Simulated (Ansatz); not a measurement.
Take Si in the diamond structure (space group Fd-3m, No. 227) as the base.

```
Si
1.0
    0.00000     2.70105     2.70105
    2.70105     0.00000     2.70105
    2.70105     2.70105     0.00000
Si
2
Direct
  0.00000   0.00000   0.00000
  0.25000   0.25000   0.25000
```

Cartesian axes are those of the cell as printed.

Computed with DFT with LDA, PAW potentials and a 420 eV plane-wave cutoff in Ansatz (a quantum-chemistry and plane-wave program), no spin-orbit coupling.

Strains are applied to the cell and any free atomic positions relax.

One change was made to it. Results:

The valence-band top at Γ (three highest levels, from the VBM) changes from 0.00, 0.00, 0.00 eV to 0.00, -0.21, -0.21 eV; the smallest direct gap shrinks by 0.195 eV, from 2.53 eV to 2.34 eV; the energy goes up by 9.0 meV/atom.

### Question
What was done to the base?
(A) uniaxial strain ε_zz = +2.50 %
(B) uniaxial strain ε_zz = −1.00 %
(C) uniaxial strain ε_zz = −3.00 %
(D) uniaxial strain ε_zz = −2.00 %

### Answer
C, uniaxial strain ε_zz = −3.00 %. For comparison, the valence-band top at Γ in the other runs: uniaxial strain ε_zz = −2.00 % gives 0.00, -0.14, -0.14 eV; uniaxial strain ε_zz = −1.00 % gives 0.00, -0.07, -0.07 eV; uniaxial strain ε_zz = +2.50 % gives 0.00, 0.00, -0.18 eV.

Whether these cells are dynamically stable was not tested. The zero or small gap of Si under uniaxial strain ε_zz = −3.00 % and Si under uniaxial strain ε_zz = −2.00 % can change with the level of theory.
